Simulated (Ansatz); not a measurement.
**What pressure 4.5 GPa does to GaN**

Base system: GaN in the wurtzite structure (space group P6_3mc, No. 186; a = 3.219 Å, c = 5.244 Å).

Modification: cell and atoms relaxed at a pressure of 4.5 GPa.

All numbers come from PBE in Ansatz (plane waves to 420 eV, PAW, no SOC), earlier PAW set. Γ-centred 12×12×6 mesh, Fermi–Dirac width 0.05 eV.

The lattice parameter a falls by 0.0265 Å to 3.192 Å and the c/a ratio stays 1.629. The shortest interatomic distance falls by 0.016 Å (1.967 Å → 1.951 Å) and the enthalpy H = E + PV relative to the base's energy amounts to +0.33 eV/atom. The band gap increases by 0.16 eV, from 1.71 eV to 1.87 eV and the gap character stays direct at Γ. The mean gap deformation potential ΔEg/Δln V comes out as -6.6 eV and the electron mass changes from 0.14 mₑ along c, 0.16 mₑ across (at Γ) to 0.16 mₑ along c, 0.17 mₑ across (at Γ). The valence-band top at Γ (three highest levels, from the VBM) remains 0.00, 0.00, -0.04 eV.

Final structure:

```yaml
crystal:
  lattice:
    - [3.19215, 0.00000, 0.00000]
    - [-1.59607, 2.76448, 0.00000]
    - [0.00000, 0.00000, 5.20049]
  atoms:
    - { symbol: Ga, position: [0.66667, 0.33333, 0.00092] }
    - { symbol: Ga, position: [0.33333, 0.66667, 0.50092] }
    - { symbol: N, position: [0.66667, 0.33333, 0.62428] }
    - { symbol: N, position: [0.33333, 0.66667, 0.12428] }
```

Load acts through the strain it causes; cell and atoms are relaxed under it. Effective masses come from finite differences of ±0.01 Å⁻¹. No phonon test of stability was made. Tetrahedral semiconductors of this kind turn to denser phases somewhere between about 1 and 50 GPa; those were not computed, so compressed cells here can lie past the real transition.

Ansatz is a program for electronic structure.
